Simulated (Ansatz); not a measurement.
Consider a 16-atom supercell of MgS in the rock salt structure (space group Fm-3m, No. 225) at its relaxed geometry.

```xyz
16
Lattice="0.0000 5.1820 5.1820 5.1820 0.0000 5.1820 5.1820 5.1820 0.0000" Properties=species:S:1:pos:R:3 pbc="T T T"
S      0.0000     0.0000     0.0000
S      2.5910     2.5910     0.0000
S      2.5910     0.0000     2.5910
S      5.1820     2.5910     2.5910
S      0.0000     2.5910     2.5910
S      2.5910     5.1820     2.5910
S      2.5910     2.5910     5.1820
S      5.1820     5.1820     5.1820
Mg     2.5910     2.5910     2.5910
Mg     5.1820     5.1820     2.5910
Mg     5.1820     2.5910     5.1820
Mg     7.7729     5.1820     5.1820
Mg     2.5910     5.1820     5.1820
Mg     5.1820     7.7729     5.1820
Mg     5.1820     5.1820     7.7729
Mg     7.7729     7.7729     7.7729
```

The values are results of Ansatz (a first-principles code) PBEsol, no spin-orbit coupling, not measurements.

Base values:

The mean distance from the defect site to its nearest host atoms is 2.59 Å and the pressure is 0.0 GPa.

Now apply this change: a neutral Se on a S site, atoms relaxed at fixed cell, starting from a slightly rattled geometry.

Q: How does this affect the mean distance from the defect site to its nearest host atoms and pressure?

A: The mean distance from the defect site to its nearest host atoms grows by 0.034 Å, from 2.59 Å to 2.63 Å; the pressure goes from zero to 1.6 GPa.

The magnetic state is the one reached from the starting moments; the real material's order can differ, and small cells can't hold many antiferromagnetic ones. In so small a cell the defect repeats every few ångströms: this is an ordered compound, not a dilute defect. Seeded moments were not kept for Se on a S site. The defect cell is spin-polarised and ends with 0.0 μB.
